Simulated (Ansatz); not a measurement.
The starting structures come from a database of crystals and need not be the phases stable at ambient conditions.

**Evanescent states of SrNiF6 (R-3m, not sure to be the ambient phase, 8 atoms a cell, 12.0 Å³ an atom) along the normal of (110)**

All values below come from r2SCAN (plane waves, PAW; Ansatz, a program for electronic structure).

The gap is the functional's own, uncorrected, and κ follows it; spin-orbit coupling is left out. Mid-gap values are interpolated between the computed energies.

Energies count from the valence-band top; κ is the least over a 8×6 mesh across the current.

```
E (eV)  κ (1/Å)  where
------  -------  -----
0.06      0.217      Γ
0.17      0.367      Γ
0.28      0.445      Γ
0.39      0.454      Γ
0.49          ?      Γ
0.60          ?      Γ
0.71          ?      Γ
0.82          ?      Γ
0.94          ?      Γ
1.04          ?      Γ
1.16          ?      Γ
1.26          ?      Γ
1.38          ?      Γ
1.49          ?      Γ
1.59          ?      Γ
1.71      0.321      Γ
1.81      0.276      Γ
1.93      0.211      Γ
2.04      0.083      Γ
```

Task: Fill in the missing entries.

Result: 
- 0.49, κ (1/Å): 0.463
- 0.60, κ (1/Å): 0.471
- 0.71, κ (1/Å): 0.477
- 0.82, κ (1/Å): 0.479
- 0.94, κ (1/Å): 0.469
- 1.04, κ (1/Å): 0.457
- 1.16, κ (1/Å): 0.443
- 1.26, κ (1/Å): 0.427
- 1.38, κ (1/Å): 0.407
- 1.49, κ (1/Å): 0.384
- 1.59, κ (1/Å): 0.356
